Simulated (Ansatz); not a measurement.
**N_O+V_O (monoclinic HfO2 host)**

All values below come from PBE, PAW (plane waves to 420 eV; Ansatz, a quantum-chemistry and plane-wave program). The supercell holds 96 host sites (2×2×2 repeats of a cell of 12 atoms), with a 2×2×2 shifted k-point sampling for the final energies. Sites at the start: the O(1) site; O(2) 2.55 Å away. Finite-size correction: monopole term and site-potential alignment. Dielectric constants: PBE linear response of the host. Host gap at this level: 4.04 eV. These values are not converged in cell size to better than tenths of an eV. Levels are measured in PBE's own, too narrow, gap. Spin–orbit coupling is left out, which matters for these heavy elements. Each state is the lowest found from its start.

Formation energies E_f are given with the Fermi level at the valence-band maximum. Chemical conditions: Hf-rich (Δμ(O) = -5.19 eV, Δμ(N) = -3.31 eV, bounded by rock-salt HfN; only phases computed here count, gases as isolated molecules at 0 K). Reference phases: N: N2 molecule in a box, O: O2 molecule in a box.

The name describes the start; the neighbours show where the atoms ended.

Charges with a result: +1, 0. Others weren't obtained, and one of them could lie lower, also by skipping a charge.

```json
[
 {"charge": "+1", "moment (μB)": "not spin-polarised", "point group": "C1", "largest move off a lattice site (Å)": "0.38", "neighbours of the last N atom of the defect at the end (Å)": "Hf 2.01, Hf 2.03, Hf 2.16, O 2.69", "image correction with alignment (eV)": "0.00", "E_f, Hf-rich (eV)": "-0.14"},
 {"charge": "0", "moment (μB)": "1.0", "point group": "C1", "largest move off a lattice site (Å)": "0.16", "neighbours of the last N atom of the defect at the end (Å)": "Hf 2.00, Hf 2.06, Hf 2.08, O 2.65", "image correction with alignment (eV)": "0.00", "E_f, Hf-rich (eV)": "2.54"}
]
```

Point groups are those of the whole cell at tolerances of 0.03 and 0.1 Å ("near" where only the looser one holds); none is given for unsettled states.

Transition levels above the valence-band maximum: ε(+1/0) = 2.67 eV. On the lower envelope of the bound states, inside the gap: (+1/0) at 2.67 eV.

Flagged in the runs: a host whose relaxation on this sampling wasn't shown to rest, a strain field that reaches the edge of the cell.

All states together cost roughly 4 core-hours.
